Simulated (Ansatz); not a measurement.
**A series of runs on LuMn₂Ge₂ (I4/mmm, 5 atoms in the cell)**

```
Lu(MnGe)2
1.0
   -2.00801     2.00801     5.42546
    2.00801    -2.00801     5.42546
    2.00801     2.00801    -5.42546
Lu Mn Ge
1 2 2
Direct
  0.00000   0.00000   0.00000
  0.75000   0.25000   0.50000
  0.25000   0.75000   0.50000
  0.61238   0.61238   0.00000
  0.38762   0.38762   0.00000
```
Moments meant for the start (each program seeds them in its own way; μB, in the order of the atoms Lu Mn Mn Ge Ge): 0.0 4.0 4.0 0.0 0.0.

Base run A: LDA (PW92), PAW files made with PBE run with Ansatz (a first-principles code), self-consistent single point.

Its settings: basis.ecutwfc = 420 eV; kpoints.mp_grid.grid = 7 7 7; hamiltonian.xc = lda; hamiltonian.pseudopotentials = {kind: paw} (the program's default PAW files); magnetization.spin_polarized = true; scf.occupations.method = fermi_dirac; scf.occupations.width = 0.1 eV.

The starting cell comes from a database of computed structures (which also holds hypothetical and non-ambient phases and stackings), without a prior relaxation at this level. The magnetic order is the one reached from the typed start; others were not searched systematically. The program warned that, by what it read of turns of the moments, another magnetic order lies lower. In the base run, with a pressure of about -16 GPa the cell is away from its equilibrium volume at this level. In the base run, forces exceed 1 eV/Å. Ansatz's pressure includes its estimate of the finite-basis (Pulay) stress.

ΔF is the free energy per atom less that of run A. 

Run A gave: pressure (GPa) -15.91; largest force (eV/Å) 1.420; size of the net moment (μB/atom) 0.86; iterations 15.

Runs:
- B: scf.mixing.algorithm, scf.mixing.beta_mag = broyden, 0.2
- C: scf.mixing.algorithm, scf.mixing.beta_mag = broyden, 0.5
- D: scf.mixing.algorithm, scf.mixing.beta_mag = broyden, 1
- E: scf.mixing.algorithm, scf.mixing.beta_mag = broyden, 2

Task: Which runs reach the base run's state, and which is quickest in iterations?

Result: Runs B, C, D, E ended on the same solution as A (within 1 meV/atom and 0.1 μB a site). The fewest iterations to that state were 15 (A); the most were 23.

| run | ΔF (meV/atom) | pressure (GPa) | largest force (eV/Å) | size of the net moment (μB/atom) | iterations |
|---|---|---|---|---|---|
| A | 0.00 | -15.91 | 1.420 | 0.86 | 15 |
| B | 0.00 | -15.91 | 1.420 | 0.86 | 22 |
| C | 0.00 | -15.91 | 1.420 | 0.86 | 21 |
| D | 0.00 | -15.91 | 1.420 | 0.86 | 22 |
| E | 0.00 | -15.91 | 1.420 | 0.86 | 23 |

Keys are those of Ansatz 0.2.
